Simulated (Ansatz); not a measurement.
Effect of uniaxial stress, 3 GPa tension along x on hypothetical P4_2/mnm GaAs

Take GaAs (space group P4_2/mnm, No. 136; a = 6.917 Å, c = 4.003 Å; a hypothetical phase, not in the database extracts checked) as the base. Axes: x, y, z lie along a, b, c of the conventional cell.

Now apply this change: uniaxial stress, 3 GPa tension along x, with the cell and atoms free to relax against it.

Level of theory: plane-wave PAW DFT at the PBEsol level (Ansatz, a quantum-chemistry and plane-wave program, 420 eV), no spin-orbit coupling. Settings: 5×5×8 k-points, 0.05 eV Fermi–Dirac smearing.

| quantity | base | changed | shift |
|---|---|---|---|
| volume per atom | 23.94 Å³ | 24.23 Å³ | +0.29 Å³ |
| space group | P4_2/mnm (No. 136) | Pnnm (No. 58) | – |
| shortest interatomic distance | 4.603 bohr | 4.622 bohr | +0.0195 bohr |
| energy relative to the base (free energy F) | 0 meV/atom | +8.9 meV/atom | +8.9 meV/atom |
| band gap (an upper bound: an edge found on the path is not a true extremum; the base alone) | 0.48 eV | 0.40 eV | -0.08 eV |
| strain response (xx, yy, zz) | – | (+4.29, −2.26, −0.70) % | – |
| secant Young's modulus along x | – | 70 GPa | – |
| mean lateral Poisson ratio | – | 0.35 | – |

Gaps are read on the SCF mesh and a high-symmetry path. Beyond what the load breaks, stability against distortions was not tested.
